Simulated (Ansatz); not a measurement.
Start from PbTe in the zinc blende structure (space group F-43m, No. 216; a = 7.284 Å; a hypothetical phase, not in the database extracts checked).

Structures relaxed with plane-wave PAW DFT at the r2SCAN level (Ansatz, an electronic-structure program, 500 eV), no spin-orbit coupling.

Base:

Simulated powder pattern, Mo Kα, λ = 0.71073 Å (kinematic, ideal powder, no thermal factors, no anomalous dispersion; the 8 strongest lines at most, above 2 %, up to 2θ = 40°):

```json
[
 {"2θ (°)": "9.69", "I/Imax (%)": "100", "hkl": "(111)"},
 {"2θ (°)": "15.86", "I/Imax (%)": "86", "hkl": "(220)"},
 {"2θ (°)": "18.62", "I/Imax (%)": "61", "hkl": "(311)"},
 {"2θ (°)": "22.51", "I/Imax (%)": "17", "hkl": "(400)"},
 {"2θ (°)": "24.55", "I/Imax (%)": "29", "hkl": "(331)"},
 {"2θ (°)": "27.65", "I/Imax (%)": "38", "hkl": "(422)"},
 {"2θ (°)": "29.37", "I/Imax (%)": "23", "hkl": "(511)"},
 {"2θ (°)": "33.55", "I/Imax (%)": "23", "hkl": "(531)"}
]
```

After one change:

Simulated powder pattern, Mo Kα, λ = 0.71073 Å (kinematic, ideal powder, no thermal factors, no anomalous dispersion; the 8 strongest lines at most, above 2 %, up to 2θ = 40°):

```
2θ (°)  I/Imax (%)
------  ----------
9.85           100
16.12           83
18.92           59
24.95           27
28.10           34
29.85           20
32.56           11
34.10           20
```

What was done to the base?
(A) x(Se) = 0.25, 8 atoms, I-42m
(B) x(Se) = 0.667, 6 atoms, I-4m2
(C) x(Se) = 0.5, 8 atoms, P-4m2
(D) x(Se) = 0.5, 8 atoms, Pmn2_1

A, x(Se) = 0.25, 8 atoms, I-42m. Its volume per atom is 46.09 Å³ against 48.32 Å³, and its space group is I-42m (No. 121).

Each cell is one ordered arrangement of few atoms, which overstates ordering effects compared with a random alloy. No phonon test of stability was made. Under x(Se) = 0.5, 8 atoms, P-4m2 and x(Se) = 0.5, 8 atoms, Pmn2_1 the cell changed shape so far that it is another structure.
